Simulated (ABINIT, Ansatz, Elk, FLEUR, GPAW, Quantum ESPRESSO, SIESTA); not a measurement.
**ZnS (F-43m, 2 atoms in the cell) computed with different codes at matched settings**

Self-consistent single point.

```
ZnS
1.0
    0.00000     2.70500     2.70500
    2.70500     0.00000     2.70500
    2.70500     2.70500     0.00000
Zn S
1 1
Direct
  0.00000   0.00000   0.00000
  0.25000   0.25000   0.25000
```

Shared settings, as Ansatz (an electronic-structure program) writes them: kpoints.mp_grid.grid = 6 6 6; scf.occupations.method = fermi_dirac; scf.occupations.width = 0.05 eV. Potentials and cutoffs stand in the table.

```csv
code,model,pressure (GPa),gap on the mesh (eV),cutoff
Elk,"PBE, all-electron FP-LAPW, Elk's shipped species files, default APW+lo basis",–,2.013,rgkmax 7
FLEUR,"PBE, all-electron FLAPW (FLEUR), scalar-relativistic valence",–,2.095,Kmax 4 1/bohr
GPAW,"PBE, GPAW PAW datasets PBE (gpaw-data 1.0.1)",1.41,2.087,800 eV
ABINIT,"PBE, PAW (JTH v2.0 PBE PAW)",1.24,2.083,30 Ha
Ansatz,"PBE, default PAW files",1.30,2.094,default
SIESTA,"GGA PBE, numerical atomic orbitals DZP, PseudoDojo PBE standard norm-conserving potentials (rewritten from UPF to PSML)",-0.15,2.419,grid 350 Ry
Quantum ESPRESSO,"PBE, PseudoDojo stringent norm-conserving (PBE) pseudopotentials",1.34,2.098,85 Ry
```

A dash marks a value that a program does not give, or that is left out as unsure.

Gaps are read on the mesh.

The spread over the programs that give each value: pressure within 1.56 GPa; gap on the mesh within 0.406 eV.

SIESTA uses small atom-centred bases, whose incompleteness enters pressures, forces and empty levels differently from a plane-wave cutoff. Elk and FLEUR treat all electrons, but the usual bases taken here (sphere radii, linearisation, local orbitals, empty states) were not tested for convergence, so the values are no reference for the others. Ansatz's pressure is given at a fixed set of plane waves, as the other plane-wave codes print theirs; with its correction for the finite basis it is 1.36 GPa. In the pressure, SIESTA (by 1.47) lies more than 1 GPa from the median of the plane-wave programs. In the gap, SIESTA (by 0.329) lies more than 0.12 eV from the median of the plane-wave programs.

On the base mesh (7 7 7) the same programs gave: Ansatz pressure 1.28 GPa, gap on the mesh 2.095 eV; Quantum ESPRESSO pressure 1.33 GPa, gap on the mesh 2.098 eV; ABINIT pressure 1.23 GPa, gap on the mesh 2.084 eV; GPAW pressure 1.40 GPa, gap on the mesh 2.088 eV; Elk gap on the mesh 2.014 eV; FLEUR gap on the mesh 2.095 eV; SIESTA pressure -0.17 GPa, gap on the mesh 2.420 eV.

The starting cell has typed, rounded lattice constants, without a prior relaxation at this level.

Left out of this page: CP2K (on another mesh).

Keys are those of Ansatz 0.2.
